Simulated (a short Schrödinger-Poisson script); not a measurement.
Solved with a short Schrödinger-Poisson script written for these runs: one-band effective-mass equation with BenDaniel-Duke matching, electrons, heavy and light holes apart, hard walls at the outer ends, one valence edge for both holes (no strain splitting), no charge, excitons, band mixing or non-parabolicity; under a field the levels are quasi-bound states of a box, listed while three quarters of their weight lies within 4 nm of the wells.

System: single In0.15Ga0.85N/GaN quantum well.

From the first side: 12 nm GaN; 1.5 nm In0.15Ga0.85N, built-in field 2100 kV/cm; 12 nm GaN.

Constants are typed, rounded textbook-type inputs, not results; the design itself was drawn at random and stands for no fabricated device. In0.15Ga0.85N: direct gap (eV) 2.847, conduction-band edge (eV) 0, electron mass (mₑ) 0.1805, heavy-hole mass 1.7, light-hole mass 0.3. GaN: direct gap (eV) 3.43, conduction-band edge (eV) 0.408, electron mass (mₑ) 0.2, heavy-hole mass 1.9, light-hole mass 0.33.

The valence-band edge of each layer lies one gap below its conduction-band edge. The electron's potential energy rises along the stack by the applied field and, inside the well alone, by the built-in field (unscreened; none in the barriers). Mesh 0.03 nm at interfaces.

Q: Give the shift of e1-hh1 at 140 kV/cm (meV); the squared e1-hh1 overlap at zero applied field; the e1-hh1 transition at zero applied field (eV).

A: shift of e1-hh1 at 140 kV/cm (meV): -18.9; squared e1-hh1 overlap at zero applied field: 0.41; e1-hh1 transition at zero applied field (eV): 3.009. Excitons, screening of the built-in field, fields in the barriers and alloy fluctuations are left out, and strain enters only through the typed gaps and offsets, so measured lines lie elsewhere.
